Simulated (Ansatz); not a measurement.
For LaC₂ (I4/mmm, No. 139), LDA (PAW; Ansatz, a quantum-chemistry and plane-wave program) gives:

```
Property               Value
-------------------  -------
lattice constant a   3.860 Å
lattice parameter c  6.494 Å
bulk modulus         105 GPa
```

Q: What does r²SCAN (Ansatz, PAW) give for the same quantities?

A: 
- lattice constant a: 3.954 Å (grows by 2.4 %)
- lattice parameter c: 6.575 Å (increases by 1.2 %)
- bulk modulus: 93.1 GPa (shrinks by 11 %)

Changes are worked out from the printed values.

Unless a cell is named, each level is at its own relaxed cell (LDA 16.12, r²SCAN 17.13 Å³/atom).

Caveats: the bulk modulus is −V dP/dV from two relaxed cells at ±2 % in volume (LDA, r²SCAN). Ansatz's density-functional and Hartree–Fock values are scalar-relativistic unless marked +SOC, with PAW data made under PBE.
